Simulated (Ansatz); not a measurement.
Consider this model of amorphous Si24O47.

```xyz
71
Lattice="10.0339 0.2534 0.1061 0.2534 10.3368 -0.0534 0.1061 -0.0534 10.3758" Properties=species:S:1:pos:R:3 pbc="T T T"
Si     7.6742     9.4308     1.2727
Si     7.2929     5.0879     1.0102
Si     7.9984     7.0542     3.3045
Si     7.1015     7.2963     9.2784
Si     9.0610     2.3902     4.2694
Si     1.9416     8.5743     9.3490
Si     2.7494     0.8268     8.2479
Si     0.2829     4.5954     7.3414
Si     2.8835     6.6881     3.7957
Si     9.8188     1.1168     1.5089
Si     9.0635     2.9328     9.7935
Si     6.7095     2.0914     8.1844
Si     5.0025    10.2310     2.3998
Si     2.2849     9.0850     1.8099
Si     5.4912    10.2509     6.7340
Si     4.2546     5.1722     1.3628
Si     7.0205     2.9407     5.3030
Si     9.8330     7.5587     7.9452
Si     4.4080     2.0360     4.5047
Si     1.7110     2.3859     5.8942
Si     4.2136     6.5217     9.1177
Si     0.2262     6.1591     5.3580
Si     5.4524     8.0163     4.7050
Si     4.0861     3.4737     9.3518
O      8.0700     8.5119     2.5653
O      4.8117     0.9103     5.5882
O      5.2361     9.1602     3.5852
O      4.3354     1.3624     3.0317
O      8.1697     3.7919     0.6016
O      2.9696     2.6570     4.8994
O      5.5496     2.7785     9.1128
O      3.4474     5.5729     2.7184
O      8.0197     1.8977     9.1013
O     10.2036     7.7946     6.3754
O      8.9446    10.3857     0.9689
O      0.5310     5.9001     8.3210
O      4.0313     4.9550     8.5819
O      3.0416     2.3091     8.8818
O      3.7822     9.6633     1.4854
O      5.5818     3.1778     4.5739
O      2.3059     8.0585     3.0819
O      6.8944     3.1240     6.9134
O      7.2846     5.8546     9.9914
O      1.0580     0.0551     2.0367
O      7.8022     1.5027     4.9145
O      1.9018     1.0943     6.8736
O      1.7160     5.9756     4.6779
O      4.2892    10.2466     7.8158
O      8.2114     7.4712     8.0986
O      0.4111     2.0687     4.9824
O      4.1773     6.4845     0.3809
O      3.6456     3.8738     0.5515
O      8.0671     5.9303     2.1429
O      2.2542    10.1767     9.2431
O      9.2901     2.0774     2.7153
O      8.2490     3.8276     4.6049
O      5.6025     7.2472     8.6219
O      0.0650     1.8570     0.1149
O      6.4774     0.5795     7.6029
O      5.7931     8.7751     6.1186
O      9.5919     3.8242     8.5289
O      7.3503     8.4785    10.3637
O      1.7484     8.2247     0.5440
O      4.0896     7.1262     4.8168
O      6.6594     7.0231     4.2454
O      6.3834    10.3879     1.5687
O      1.5637     3.7292     6.8024
O      3.0029     7.5279     8.6538
O      5.8165     4.7770     1.6384
O      0.4408     8.4776     8.7325
O      9.2729     6.7313     4.2248
```

Method: PBE, scalar-relativistic without spin-orbit coupling (plane waves to 420 eV, PAW; Ansatz, a program for electronic structure). The usual formal charges leave 2 electrons over, so the level spacing at the Fermi energy parts defect or band states and needn't be the band gap.

The cell was made by melting and quenching with the CHGNet potential and then relaxed with DFT. O atoms were pushed apart under 1.9 Å during the dynamics, to hinder bonds among them. The hot cell started wider than the set density and was brought back towards it in steps. It is the lowest in DFT energy of 2 quenches. It is a model cell: composition and starting density were chosen by hand, and all elements were melted together. No dispersion term was used. Its density started from a set value of 2.20 and ended at 2.20 g/cm³. Cooling (nominally 320 K/ps over its main leg) ran many orders faster than in experiment, which tends to leave more defects and strain. Values belong to this one cell and scatter from quench to quench. The volume was held where the preparation left it and the shape relaxed, at a PBE pressure of 0.5 GPa. Stress components on the final sampling reach 1.5 GPa. Cycles of charging lowered its energy after that relaxation.

Cut-offs for bonds: Si-Si 2.60 Å, Si-O 1.90 Å, O-O 1.58 Å. Two cations that share two anions don't count as bonded, nor two that share one unless they lie closer than Si-Si 2.38 Å.

Q: Give the coordination numbers, mean bond lengths and angles.

A: 
```json
{
  "Mean coordination of Si by anions": "3.92 (2 with 3, 22 with 4); 2 close contacts or bonds to cations besides",
  "Mean coordination of O": "2.00 (47 with 2)",
  "Mean Si-O bond": "1.634 Å (spread 0.016 Å, 94 counted)",
  "Mean Si-Si bond": "2.526 Å (spread 0.000 Å, 1 counted)",
  "Bond angle at Si": "mean 109.5°, spread 6.7°",
  "Bond angle at O": "mean 139.3°, spread 17.5°"
}
```

Q: List the pairs of like atoms that count as bonded by the rules above.

A: Si8-Si22 (2.53 Å).
